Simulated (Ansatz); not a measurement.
We consider cubic perovskite KNiF₃, described by PBEsol (Ansatz, a program for electronic structure, plane waves, PAW).

Numerical settings: plane-wave cutoff 520 eV, 8×8×8 k mesh, Fermi–Dirac smearing 0.01 eV, spin-polarised start, scalar-relativistic PAW data made under PBE.

Cell (relaxed at this level):

```xyz
5
Lattice="4.0016 0.0000 0.0000 0.0000 4.0016 0.0000 0.0000 0.0000 4.0016" Properties=species:S:1:pos:R:3 pbc="T T T"
K      0.0000     0.0000     0.0000
Ni     2.0008     2.0008     2.0008
F      0.0000     2.0008     2.0008
F      2.0008     0.0000     2.0008
F      2.0008     2.0008     0.0000
```

**Question.** Estimate the band gap, smallest direct gap on the k points sampled and direct gap at Γ that the calculation returns.

**Answer.** 
band gap: 0.44 eV (indirect)
smallest direct gap on the k points sampled: 0.77 eV
direct gap at Γ: 1.42 eV

Note: the magnetic order was assumed, not searched for or taken from measurement.

Computed values are for the static lattice.
